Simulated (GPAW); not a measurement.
Band structure of BaN₂ (C2/c, 6 atoms in the cell).

```yaml
crystal:
  lattice:
    - [3.58665, -2.22648, 0.00000]
    - [3.58665, 2.22648, 0.00000]
    - [-1.90633, 0.00000, 7.06027]
  atoms:
    - { symbol: Ba, position: [0.20407, 0.79593, 0.75000] }
    - { symbol: Ba, position: [0.79593, 0.20407, 0.25000] }
    - { symbol: N, position: [0.44393, 0.15001, 0.54520] }
    - { symbol: N, position: [0.55607, 0.84999, 0.45480] }
    - { symbol: N, position: [0.84999, 0.55607, 0.95480] }
    - { symbol: N, position: [0.15001, 0.44393, 0.04520] }
```

Method of the run: PBEsol, GPAW PAW datasets PBEsol (made by gpaw-setup) (plane waves; GPAW).

Settings: mode = pw; ecut = 950 eV; xc = PBEsol; kpts = 6 6 3; mesh shift (steps) = 0 0 0; occupations.name = fermi-dirac; occupations.width = 0.1 eV; nbands = -10; symmetry.symmorphic = false; symmetry.tolerance = 0.0005; maxiter = 150; bandpath_npoints = 40.

The starting cell comes from a database of computed structures (which also holds hypothetical and non-ambient phases and stackings), without a prior relaxation at this level. The run gives no clean gap (levels at the Fermi energy touch, overlap or are partly filled at this smearing), which alone does not show that the compound is a metal.

Levels in eV from the Fermi level, bands 17 to 24:
| point | 17 | 18 | 19 | 20 | 21 | 22 | 23 | 24 |
|---|---|---|---|---|---|---|---|---|
| Γ | -6.25 | -5.96 | -0.78 | -0.76 | -0.47 | 0.42 | 2.26 | 2.60 |
| Y | -6.07 | -5.69 | -2.30 | 0.29 | 0.91 | 0.95 | 2.29 | 4.12 |
| F | -6.03 | -5.68 | -2.10 | -0.09 | 0.78 | 0.89 | 2.73 | 4.15 |
| L | -5.72 | -5.72 | -1.27 | -1.27 | 0.85 | 0.85 | 3.56 | 3.56 |
| Z | -5.96 | -5.96 | -0.52 | -0.52 | -0.33 | -0.33 | 2.16 | 2.16 |
| N | -5.87 | -5.66 | -1.30 | 0.65 | 0.74 | 0.94 | 1.26 | 3.27 |
| M | -6.14 | -5.61 | -1.69 | 0.34 | 0.94 | 1.16 | 2.24 | 2.92 |

Bands cross the Fermi level along this path, so the cell is metallic at this level.
